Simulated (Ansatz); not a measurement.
Where the default PAW files enter, the runs use the earlier of Ansatz's two default sets.

Consider the following.

```yaml
crystal:
  lattice:
    - [3.80580, 0.00000, 0.00000]
    - [0.00000, 6.23798, 0.00000]
    - [1.90290, 0.00000, 3.29592]
  atoms:
    - { symbol: Zn, position: [0.33333, 0.99986, 0.33333] }
    - { symbol: Zn, position: [0.66667, 0.49986, 0.66667] }
    - { symbol: S, position: [0.33333, 0.62514, 0.33333] }
    - { symbol: S, position: [0.66667, 0.12514, 0.66667] }
```

Space group of this cell: P6_3mc, wurtzite. The cell is taken as given.

Calculation: r2SCAN (plane waves, PAW; Ansatz, a first-principles code).

The current runs along the normal of the first two printed vectors; no spin-orbit coupling. Scaled by the factor s: all lengths (ions clamped). Meshes 10×6×10 and 8×6 across the current in all rows.

```csv
s,mean pressure (GPa),band gap (eV)
0.98,5.6,?
1.00,0.2,2.79
1.02,-3.9,2.51
```

Problem. Take the slope of the band gap against ln s from the two given rows, extrapolate to s = 0.98, and say what the run there gives.

Solution. Slope = (2.51 − 2.79) / ln 1.02 = -14.1 eV. The line gives 2.79 + (-14.1) × ln 0.98 = 3.08 eV. The run gives 3.08 eV, as the line does.
